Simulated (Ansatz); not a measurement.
Start from Se (space group P3_121, No. 152; a = 4.5066 Å, c = 4.9888 Å; made of chains). Axes: x lies along a and z along c of the hexagonal cell.

Level of theory: plane-wave PAW DFT at the r2SCAN level (Ansatz, a first-principles code, 500 eV), no spin-orbit coupling, earlier PAW set.

For the base:

```
Item                    Value
-------------------  --------
Pressure             0.00 GPa
Smallest direct gap   1.55 eV
Volume per atom      29.25 Å³
```

Now apply this change: biaxial strain +3.40 %, plane normal [001], relaxed out of plane (Cartesian); in-plane vectors clamped, the third vector and the atoms free.

Question: How does this affect the pressure?

Answer: The pressure (mean of the normal stresses, compression positive) goes from zero to -0.25 GPa.

Question: Estimate the effect on the smallest direct gap.

Answer: The smallest direct gap rises by 0.23 eV to 1.78 eV.

Question: Estimate the effect on the volume per atom.

Answer: The volume per atom rises by 1.73 Å³ to 30.98 Å³.

No phonon test of stability was made. No dispersion term is included, though the crystal is made of layers, chains or molecules, so its spacings can come out too wide.
